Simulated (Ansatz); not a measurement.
A periodic model of amorphous Hf$_{18}$O$_{35}$N:

```xyz
54
Lattice="8.8679 0.0000 0.0000 0.0000 8.8679 0.0000 0.0000 0.0000 8.8679" Properties=species:S:1:pos:R:3 pbc="T T T"
Hf     8.5588     4.6171     4.8249
Hf     1.0489     4.5782     8.2997
Hf     0.8330     2.2892     1.7213
Hf     2.9288     0.8211     8.2075
Hf     6.5570     1.7245     4.1416
Hf     2.7310     2.5128     5.2554
Hf     5.9435     6.5975     4.0229
Hf     7.3735     6.6608     7.3136
Hf     6.8187     4.2176     1.9699
Hf     0.6111     8.0811     5.3026
Hf     3.4575     6.2490     6.2194
Hf     2.7683     4.8141     2.8819
Hf     8.5080     1.6112     6.9188
Hf     3.3481     8.7833     3.0410
Hf     5.5936     2.7841     7.8705
Hf     6.4127     0.2997     1.1623
Hf     4.3524     6.3687     0.4767
Hf     0.3895     7.1021     1.8977
O      1.4752     6.4307     6.0693
O      6.6301     2.4945     6.1172
O      8.2785     3.0066     3.3028
O      3.1204     5.1791     7.9558
O      3.3334     4.4844     4.9641
O      2.0829     3.9105     1.1647
O      4.2313     1.3307     4.2599
O      0.2735     6.3530     0.0024
O      8.4649     3.8102     0.8321
O      4.7839     1.2389     0.0405
O      2.3679     0.7842     1.3334
O      4.8003     5.3248     2.3801
O      7.8616     6.7269     5.0688
O      2.5461     6.5437     1.6615
O      3.9093     7.1955     4.3261
O      3.7512     2.4269     7.0272
O      8.4767     0.1297     1.5298
O      3.5003     7.7580     7.8445
O      8.2270     0.8553     4.9311
O      7.1868     1.6428     8.4776
O      8.3944     8.4132     7.1378
O      1.1014     2.1482     8.3642
O      6.2011     7.3602     8.8102
O      5.7257     4.5137     0.0836
O      0.9354     5.5029     3.4578
O      5.5908     6.3821     6.1905
O      2.1225     2.7297     3.3119
O      0.8484     3.2007     5.8837
O      4.6688     8.0770     1.7450
O      6.1184     2.2269     2.1701
O      8.1800     4.8172     6.9731
O      1.8440     0.6934     6.1982
O      7.4619     6.2294     2.2972
O      6.6018     4.5763     4.1210
O      1.4124     8.2783     3.4692
N      6.3911     8.6286     3.4066
```

Level of theory: PBE, scalar-relativistic without spin-orbit coupling (plane waves to 420 eV, PAW; Ansatz, a first-principles code). The usual formal charges leave 1 holes over, so the level spacing at the Fermi energy parts defect or band states and needn't be the band gap. In the spin-polarised cell the level spacing at the Fermi energy can part levels of unlike spin.

It comes from a melt-quench run on a machine-learned potential (CHGNet), relaxed afterwards by DFT. O and N atoms were pushed apart under 1.9 Å during the dynamics, to hinder bonds among them. The hot cell started wider than the set density and was brought back towards it in steps. It is the lowest in DFT energy of 2 quenches. It is a model cell: composition and starting density were chosen by hand, and all elements were melted together. No dispersion term was used. Its density started from a set value of 9.02 and ended at 9.02 g/cm³. The quench (nominally 380 K/ps over its main leg) was far faster than any real one, so the model tends to hold more defects than a real film. One small periodic cell is one sample of the glass; other quenches scatter about these values. The volume was held where the preparation left it, at a PBE pressure of -4.6 GPa (tension). Stress components on the final sampling reach 6.6 GPa. On a 2×2×2 Γ-centred mesh force components of up to 0.15 eV/Å stay, since the relaxation ran on the zone centre alone.

Bonds are counted up to Hf-Hf 3.34 Å, Hf-O 2.60 Å, Hf-N 2.71 Å, O-O 1.58 Å, O-N 1.64 Å, N-N 1.70 Å. Two cations that share two anions don't count as bonded, nor two that share one unless they lie closer than Hf-Hf 3.25 Å.

### Question
Give the coordination numbers, mean bond lengths and angles.

### Answer

```yaml
Mean coordination of Hf by anions: 6.22 (2 with 5, 10 with 6, 6 with 7)
Mean coordination of O: 3.11 (1 with 2, 29 with 3, 5 with 4)
Mean coordination of N: 3.00 (1 with 3)
Mean Hf-O bond: 2.156 Å (spread 0.105 Å, 109 counted)
Mean Hf-N bond: 2.194 Å (spread 0.085 Å, 3 counted)
Bond angle at Hf: mean 102.5°, spread 28.5°
Bond angle at O: mean 115.0°, spread 16.3°
```

### Question
Which atoms depart from the most common coordination of their element?

### Answer
Hf3 has 7 (O45 2.09 Å, O24 2.12 Å, O27 2.15 Å, O29 2.18 Å, O21 2.24 Å, O40 2.25 Å, O35 2.49 Å); Hf7 has 7 (O52 2.13 Å, O33 2.14 Å, N54 2.17 Å, O31 2.19 Å, O44 2.21 Å, O51 2.33 Å, O30 2.37 Å); Hf9 has 7 (O27 2.04 Å, O48 2.12 Å, O51 2.14 Å, O52 2.19 Å, O42 2.20 Å, O21 2.32 Å, O30 2.34 Å); Hf13 has 7 (O38 2.04 Å, O39 2.08 Å, O40 2.12 Å, O37 2.15 Å, O20 2.22 Å, O46 2.25 Å, O50 2.49 Å); Hf14 has 5 (O47 1.98 Å, O53 2.05 Å, O25 2.07 Å, O33 2.12 Å, O29 2.15 Å); Hf15 has 5 (O28 2.03 Å, O42 2.04 Å, O38 2.05 Å, O20 2.06 Å, O34 2.06 Å); Hf16 has 7 (O35 2.10 Å, O47 2.14 Å, O28 2.19 Å, O41 2.19 Å, O38 2.19 Å, O48 2.19 Å, N54 2.31 Å); Hf17 has 7 (O47 2.15 Å, O41 2.16 Å, O32 2.17 Å, O22 2.20 Å, O36 2.22 Å, O30 2.22 Å, O42 2.34 Å); O19 has 2 (Hf11 2.00 Å, Hf10 2.01 Å); O21 has 4 (Hf1 2.23 Å, Hf3 2.24 Å, Hf5 2.30 Å, Hf9 2.32 Å); O30 has 4 (Hf12 2.15 Å, Hf17 2.22 Å, Hf9 2.34 Å, Hf7 2.37 Å); O31 has 4 (Hf10 2.12 Å, Hf7 2.19 Å, Hf1 2.24 Å, Hf8 2.30 Å); O40 has 4 (Hf13 2.12 Å, Hf3 2.25 Å, Hf4 2.26 Å, Hf2 2.43 Å); O50 has 4 (Hf10 2.12 Å, Hf6 2.23 Å, Hf4 2.29 Å, Hf13 2.49 Å).

### Question
List the pairs of like atoms that count as bonded by the rules above.

### Answer
There are none by these rules.
